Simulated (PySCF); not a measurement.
PySCF 2.14.0, unrestricted PBE/def2-svpd, df: [c]1c[nH]cn1, charge 0, multiplicity 2, 8 atoms. The geometry is a generated start, not checked to be a minimum at this level.

```yaml
task: energy
method: pbe
basis: def2-svpd
two_electron_scheme: density fitting
mol.max_memory: 3000 MB
mf.max_cycle: 100
mf.conv_tol: 1e-09 (default)
mf.grids.level: 3 (default)
basis_functions: 124
grid_points: 99584
```

```xyz
8

C      0.5926    -1.3739    -0.0477
C      1.1201    -0.1247     0.0105
N      0.0191     0.7086     0.0289
C     -1.0771    -0.0906    -0.0187
N     -0.7354    -1.3517    -0.0659
H      2.1245     0.2387     0.0396
H      0.0398     1.7165     0.0711
H     -2.0837     0.2771    -0.0179
```

Charge 0 and multiplicity 2 are set for this test and not shown to be the ground state.

With the defaults (mf.DIIS = CDIIS, mf.diis = true, mf.level_shift = 0, mf.diis_space = 8, mf.init_guess = minao) it converges in 15 Fock builds. One run each on 2 threads, 1 BLAS thread, with these changes:
- mf.level_shift = 1 Hartree
- mf.diis = false
- mf.diis_space = 3
- mf.level_shift = 0.1 Hartree
- mf.init_guess = mod_huckel
- mf.init_guess = 1e
- mf.DIIS = ADIIS
- mf.DIIS = EDIIS
- mf.diis_space = 12

Q: Which of these changes keep the SCF from converging, or lead it to another solution?

A: No convergence: mf.DIIS = EDIIS; mf.diis = false (the run ends without SCF convergence in 100 cycles). The rest reach the solution of the defaults.

```csv
setting,Fock builds,end
the defaults,15,same solution
mf.diis_space = 12,15,same solution
mf.level_shift = 0.1 Hartree,16,same solution
mf.init_guess = mod_huckel,18,same solution
mf.init_guess = 1e,19,same solution
mf.DIIS = ADIIS,31,same solution
mf.level_shift = 1 Hartree,52,same solution
mf.diis_space = 3,54,same solution
mf.DIIS = EDIIS,101,no convergence
mf.diis = false,101,no convergence
```
